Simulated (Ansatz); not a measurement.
AlCl3 (C2/m, No. 12), treated with G0W0@PBEsol (plane waves, hard PAW, contour deformation; Ansatz, an electronic-structure program).

The same calculation (at the measured cell, 22.086 Å³/atom) with different numerical settings; throughout: k mesh 2×2×2:

| run | response cutoff (eV) | empty bands | quasiparticle gap on the mesh (eV) | quasiparticle gap at Γ (eV) | rough time |
|---|---|---|---|---|---|
| 1 | 70 | 432 | 7.708 | 7.988 | 6 core-min |
| 2 | 105 | 793 | 7.793 | 8.086 | 20 core-min |
| 3 | 140 | 1221 | 7.854 | 8.138 | 30 core-min |
| 4 | 175 | 1706 | 7.899 | 8.172 | 70 core-min |
| 5 | 210 | 2243 | [?] | [?] | 2 core-h |

Some entries are withheld; supply them.


- 5, quasiparticle gap on the mesh (eV): 7.930
- 5, quasiparticle gap at Γ (eV): 8.196

In the column quasiparticle gap on the mesh (eV) the first row differs from the last by -0.222 and the next to last by -0.031.

The last row is no converged limit: other settings stay fixed.
